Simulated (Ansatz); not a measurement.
Consider BaSnSe3 in the cubic perovskite structure (space group Pm-3m, No. 221; a hypothetical phase, not in the database extracts checked).

```xyz
5
Lattice="5.3604 0.0000 0.0000 0.0000 5.3604 0.0000 0.0000 0.0000 5.3604" Properties=species:S:1:pos:R:3 pbc="T T T"
Ba     0.0000     0.0000     0.0000
Sn     2.6802     2.6802     2.6802
Se     0.0000     2.6802     2.6802
Se     2.6802     2.6802     0.0000
Se     2.6802     0.0000     2.6802
```

Level of theory: PBE (Ansatz, a first-principles code), without spin-orbit coupling.

One change was made to it. Results:

| quantity | base | after |
|---|---|---|
| shortest interatomic distance | 2.680 Å | 2.542 Å |
| density | 5.31 g/cm³ | 6.23 g/cm³ |

### Question
Which change produced these results?
A) pressure 5 GPa
B) pressure −2 GPa
C) pressure 0.3 GPa
D) pressure 3 GPa
E) pressure 10 GPa

### Answer
E, pressure 10 GPa. For comparison, the shortest interatomic distance in the other runs: pressure 5 GPa gives 2.599 Å; pressure −2 GPa gives 2.727 Å; pressure 3 GPa gives 2.627 Å; pressure 0.3 GPa gives 2.674 Å.

Load acts through the strain it causes; cell and atoms are relaxed under it. Stability against distortions was not tested. No other phases were tried under pressure. The final runs are not spin-polarised. Many cubic perovskites are stable only at high temperature; tilts and polar distortions were not tested.
